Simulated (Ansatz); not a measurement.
# N on the O site + O vacancy in monoclinic HfO2

Level of theory: PBE, PAW (plane waves to 420 eV; Ansatz, an electronic-structure program). A 2×2×2 supercell of 96 sites was used; the energies come from a 2×2×2 shifted sampling of its zone. Sites at the start: the O(2,4-fold) site; O(1,3-fold) 2.55 Å away. Energies of charged states are corrected for periodic images (point charge plus alignment at distant sites). Dielectric constants: PBE linear response of the host. Host gap at this level: 4.04 eV. Finite-size and sampling errors can reach tenths of an eV here. PBE underestimates the host's gap, which shifts levels and can delocalise carriers. Spin–orbit coupling is left out, which matters for these heavy elements. Each state is the lowest found from its start.

Formation energies E_f are given with the Fermi level at the valence-band maximum. Chemical conditions: Hf-rich (Δμ(O) = -5.19 eV, Δμ(N) = -3.31 eV, bounded by rock-salt HfN; only phases computed here count, gases as isolated molecules at 0 K). Reference phases: N: N2 molecule in a box, O: O2 molecule in a box.

```json
[
 {"charge": "+1", "moment (μB)": "not spin-polarised", "point group": "C1", "largest move off a lattice site (Å)": "0.37", "image correction with alignment (eV)": "0.01", "E_f, Hf-rich (eV)": "-1.25"},
 {"charge": "0", "moment (μB)": "1.0", "point group": "C1", "largest move off a lattice site (Å)": "0.20", "image correction with alignment (eV)": "0.00", "E_f, Hf-rich (eV)": "1.73"}
]
```

Point groups are those of the whole cell at tolerances of 0.03 and 0.1 Å ("near" where only the looser one holds); none is given for unsettled states.

Transition levels above the valence-band maximum: ε(+1/0) = 2.97 eV. On the lower envelope of the bound states, inside the gap: (+1/0) at 2.97 eV.

Flagged in the runs: a host whose relaxation on this sampling wasn't shown to rest, a strain field that reaches the edge of the cell.

All states together cost roughly 5 core-hours.
